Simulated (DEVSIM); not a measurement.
System: abrupt CdTe n-p junction, at 300 K.

Layer 1 from the left is CdTe, thickness (μm) 0.400, Nd (cm⁻³) 1.9e16, τn (s) 7.5e-8, τp (s) 7.5e-8. Layer 2 from the left is CdTe, thickness (μm) 4.30, Na (cm⁻³) 4.2e14, τn (s) 7.5e-8, τp (s) 7.5e-8.

Left contact: ohmic. Right contact: ohmic. Voltage is applied to the left contact. Recombination: SRH at mid-gap. Mobility is μmin + (μ − μmin)/(1 + (N/Nref)^α).

This is a model device: material constants are rounded textbook-type values typed into the input, and sizes, dopings and lifetimes were drawn at random. Values at 300 K.

CdTe: gap (eV) 1.5, affinity (eV) 4.28, permittivity 10.2, Nc (cm⁻³) 8e17, Nv (cm⁻³) 1.8e19, μn (cm²/Vs) 1000, μp (cm²/Vs) 80, μn,min 100, μp,min 10, Nref,n 1e17, Nref,p 1e17, αn 0.6, αp 0.6.

DEVSIM, 1D drift-diffusion, Boltzmann statistics, complete ionisation; no tunnelling, impact ionisation, image-force lowering or self-heating.

Dark forward current:

| |V| (V) | |J| (A/cm²) |
|---|---|
| 0.05 | 1.828e-11 |
| 0.10 | 6.385e-11 |
| 0.15 | 1.856e-10 |
| 0.20 | 5.159e-10 |
| 0.25 | 1.416e-9 |
| 0.30 | 3.876e-9 |
| 0.35 | 1.063e-8 |
| 0.40 | 2.929e-8 |
| 0.45 | 8.141e-8 |
| 0.50 | 2.299e-7 |
| 0.55 | 6.707e-7 |
| 0.60 | 2.084e-6 |
| 0.65 | 7.260e-6 |
| 0.70 | 2.988e-5 |
| 0.75 | 0.0001475 |
| 0.80 | 0.0008397 |
| 0.85 | 0.005196 |
| 0.90 | 0.03332 |
| 0.95 | 0.2108 |
| 1.00 | 1.185 |
| 1.05 | 5.069 |
| 1.10 | 15.65 |
| 1.15 | 36.50 |
| 1.20 | 69.05 |
| 1.25 | 112.5 |
| 1.30 | 164.5 |

**Question.** Work out the local ideality factor n = ΔV / (kT/q · ln(J2/J1)) between the rows 0.15 and 0.20 V, 0.85 and 0.90 V, 1.25 and 1.30 V.

**Answer.** kT/q = 25.85 mV. From 0.15 to 0.20 V: ln(5.159e-10/1.856e-10) = 1.022, n = 1.89, near the 2 of recombination in the depletion region. From 0.85 to 0.90 V: ln(0.03332/0.005196) = 1.858, n = 1.04, near the 1 of diffusion or emission over a barrier. From 1.25 to 1.30 V: ln(164.5/112.5) = 0.380, n = 5.09.

**Question.** Estimate the current at 0.90 V from the Shockley equation with J0 = Σ q ni² D/(N L) coth(W/L), τ joining the SRH, radiative and Auger lifetimes that are on, and W taken as the whole layer.

**Answer.** ni² = 9.07e11 cm⁻⁶; holes in the n layer: μ = 61.1 cm²/Vs, D = 1.58 cm²/s, τ = 7.50e-8 s, L = 3.44 μm, W/L = 0.12, term 3.03e-19 A/cm²; electrons in the p layer: μ = 967 cm²/Vs, D = 25.0 cm²/s, τ = 7.50e-8 s, L = 13.7 μm, W/L = 0.31, term 2.08e-17 A/cm². J0 = 2.11e-17 A/cm², and J = J0 exp(qV/kT) = 0.0278 A/cm². The simulation gives 0.0333 A/cm²; the estimate lies 17 % below. The estimate leaves out recombination in the depletion region and that region's share of W.
